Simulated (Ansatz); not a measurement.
Start from ZnCu2SnS4 (space group I-4, No. 82; a = 5.468 Å, c = 10.935 Å). Axes: x, y, z lie along a, b, c of the conventional cell.

Level of theory: DFT with PBE, PAW potentials and a 420 eV plane-wave cutoff in Ansatz (a first-principles code), scalar-relativistic without spin-orbit coupling, earlier PAW set.

Before the change:

The shortest interatomic distance is 2.317 Å, the pressure comes out as 0.0 GPa and the band gap comes out as zero.

Now apply this change: the cell is stretched by 2.05 % along z with no lateral relaxation; the atoms relax in the strained cell.

Task: What does the calculation give for the energy relative to the base, shortest interatomic distance, pressure and band gap after the change?

Result: The energy increases by 2.4 meV/atom; the shortest interatomic distance grows by 0.017 Å (2.317 Å → 2.334 Å); the pressure (mean of the normal stresses, compression positive) goes from zero to -1.3 GPa; the band gap is still zero.

Stability against distortions was not tested. All final runs are without spin polarisation. Gaps under 0.05 eV, about the width of the smearing, are given as zero. The zero or small gap of ZnCu2SnS4 can change with the level of theory.
